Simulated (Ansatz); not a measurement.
# WS2, response to strain

Consider WS$_{2}$ (space group P6_3/mmc, No. 194; a = 3.115 Å, c = 11.772 Å; layered, stacked along the Cartesian z axis). Axes: x lies along a and z along c of the hexagonal cell.

Strains are applied to the cell and any free atomic positions relax.

Computed with Ansatz (a program for electronic structure), PBEsol-D3(BJ), PAW, cutoff 420 eV, no spin-orbit coupling.

Notes on the quantities. energy relative to the base: free energy F.

```json
[
 {"uniaxial strain ε_zz (%)": "0", "energy relative to the base (meV/atom)": "0.0"},
 {"uniaxial strain ε_zz (%)": "0.6", "energy relative to the base (meV/atom)": "0.2"},
 {"uniaxial strain ε_zz (%)": "1.2", "energy relative to the base (meV/atom)": "0.7"},
 {"uniaxial strain ε_zz (%)": "1.8", "energy relative to the base (meV/atom)": "?"},
 {"uniaxial strain ε_zz (%)": "2.4", "energy relative to the base (meV/atom)": "2.6"},
 {"uniaxial strain ε_zz (%)": "3", "energy relative to the base (meV/atom)": "3.9"}
]
```

Fit ΔE = Aε² + Bε³ (ε in %) to the rows shown and predict the withheld row.

Least squares on the printed values gives A = 0.525 and B = -0.031 meV/atom (largest residual 0.0 meV/atom); this predicts 1.5 meV/atom, and the run gives 1.5 meV/atom, in agreement.

Whether these cells are dynamically stable was not tested.
